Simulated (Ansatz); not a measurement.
# Fe3Ge (Fm-3m, No. 225, 4 atoms in the cell; start mp-20711)

These are PBEsol (plane waves, PAW; Ansatz, an electronic-structure program) values and carry that method's errors.

Run with plane-wave cutoff 500 eV, 12×12×12 k mesh, Fermi–Dirac smearing 0.05 eV, spin-polarised start, scalar-relativistic PAW data made under PBE.

Cell (relaxed at this level):

```cif
data_Fe3Ge
_chemical_formula_sum 'Fe3 Ge1'
_space_group_name_H-M_alt 'P 1'
_space_group_IT_number 1
_cell_length_a 3.98236
_cell_length_b 3.98236
_cell_length_c 3.98236
_cell_angle_alpha 60.000
_cell_angle_beta 60.000
_cell_angle_gamma 60.000
loop_
_space_group_symop_operation_xyz
  'x, y, z'
loop_
_atom_site_label
_atom_site_type_symbol
_atom_site_fract_x
_atom_site_fract_y
_atom_site_fract_z
_atom_site_occupancy
Fe1 Fe 0.50000 0.50000 0.50000 1
Fe2 Fe 0.25000 0.25000 0.25000 1
Fe3 Fe 0.75000 0.75000 0.75000 1
Ge1 Ge 0.00000 0.00000 0.00000 1
```

```json
{
  "band_gap": "none"
}
```

Note: the magnetic order was assumed, not searched for or taken from measurement; a magnet's gap depends somewhat on the PAW data; the relaxation could not lower the start's symmetry, so the cell can be a saddle point above a distorted one.

Spin–orbit coupling is not included.

Static lattice: no zero-point or thermal effects.

A start named mp-… is a Materials Project structure, which need not be a measured phase.
